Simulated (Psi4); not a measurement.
Psi4 1.11, BP86/def2-svp: Nb(NH2)5 ([NH2][Nb]([NH2])([NH2])([NH2])[NH2]), 16 atoms. The geometry is a generated start, not checked to be a minimum at this level.

| Property | Result |
|---|---|
| task | energy |
| method | bp86 |
| basis | def2-svp |
| memory | 3 GB |
| maxiter | 100 |
| keys of the molecule block | symmetry c1 |
| scf_type | df (default) |
| e_convergence | 1e-06 (default) |
| d_convergence | 1e-06 (default) |
| dft_radial_points | 75 (default) |
| dft_spherical_points | 302 (default) |
| effective core potentials | those of the basis set, past Kr |
| basis functions | 151 |
| grid points | 343119 |

```xyz
16

Nb     0.0040     0.0762     0.0033
N      1.5197    -0.2877     1.2503
H      1.6710     0.2376     2.1123
H      2.1374    -1.0998     1.2961
N     -1.5368    -0.0997    -1.2554
H     -1.6286     0.4526    -2.1087
H     -2.2403    -0.8349    -1.3159
N      0.0841     2.0658     0.0631
H      0.8800     2.6375    -0.2061
H     -0.6689     2.6868     0.3542
N      1.1722    -0.7636    -1.3996
H      0.8676    -1.2170    -2.2589
H      2.1699    -0.9390    -1.2966
N     -1.2312    -0.7653     1.3469
H     -0.9637    -1.2739     2.1876
H     -2.2366    -0.8757     1.2273
```

Charge 0 and multiplicity 1 are set for this test and not shown to be the ground state.

With the defaults (diis = true, scf_initial_accelerator = adiis, damping_percentage = 0, guess = auto, which took SAD, soscf = false, level_shift = 0, level_shift_cutoff = 0.01, diis_max_vecs = 10) it converges in 12 SCF iterations. One run each on 2 threads, with these changes:
- guess = sapgau
- level_shift = 0.5, level_shift_cutoff = 0.001
- diis_max_vecs = 20
- diis = false, scf_initial_accelerator = none, damping_percentage = 60
- scf_initial_accelerator = none
- scf_initial_accelerator = ediis
- soscf = true
- diis_max_vecs = 3
- guess = modhuckel

Problem. Name the settings that don't reach the solution of the defaults.

Solution. No convergence: diis = false, scf_initial_accelerator = none, damping_percentage = 60 (the run ends without SCF convergence in 100 iterations). The rest reach the solution of the defaults.

| setting | SCF iterations | JK calls | end |
|---|---|---|---|
| soscf = true | 8 | 29 | same solution |
| the defaults | 12 | 13 | same solution |
| scf_initial_accelerator = ediis | 12 | 13 | same solution |
| level_shift = 0.5, level_shift_cutoff = 0.001 | 12 | 13 | same solution |
| scf_initial_accelerator = none | 12 | 13 | same solution |
| diis_max_vecs = 20 | 12 | 13 | same solution |
| guess = modhuckel | 13 | 35 | same solution |
| guess = sapgau | 16 | 16 | same solution |
| diis_max_vecs = 3 | 32 | 33 | same solution |
| diis = false, scf_initial_accelerator = none, damping_percentage = 60 | 100 | 101 | no convergence |

An SOSCF iteration holds several JK calls; a Hückel guess adds calls on atoms. 1 further run of the study ended by our limits or in an error and is left out.
